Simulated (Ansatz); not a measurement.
Ni₃SnN (Pm-3m, No. 221, 5 atoms in the cell; start mp-1017632), treated with PBEsol in Ansatz (PAW).

Numerical settings: plane-wave cutoff 520 eV, 14×14×14 k mesh, Fermi–Dirac smearing 0.05 eV, no spin polarisation, scalar-relativistic PAW data made under PBE.

Cell (relaxed at this level):

```
CELL_PARAMETERS angstrom
      3.84887     0.00000     0.00000
      0.00000     3.84887     0.00000
      0.00000     0.00000     3.84887
ATOMIC_POSITIONS crystal
  Ni 0.00000 0.50000 0.50000
  Ni 0.50000 0.00000 0.50000
  Ni 0.50000 0.50000 0.00000
  Sn 0.00000 0.00000 0.00000
  N  0.50000 0.50000 0.50000
```

Problem. Give the computed bulk modulus.

Solution. 
* **bulk modulus**: 200 GPa

Note: the run has no spin polarisation, so it can have missed a magnetic state; the bulk modulus is −V dP/dV from two relaxed cells at ±2 % in volume; the relaxation could not lower the start's symmetry, so the cell can be a saddle point above a distorted one.

Spin–orbit coupling is not included; it can open a gap where bands touch, and shift volumes and moduli.

Static lattice: no zero-point or thermal effects.

A start named mp-… is a Materials Project structure, which need not be a measured phase.

Ansatz is an electronic-structure program.
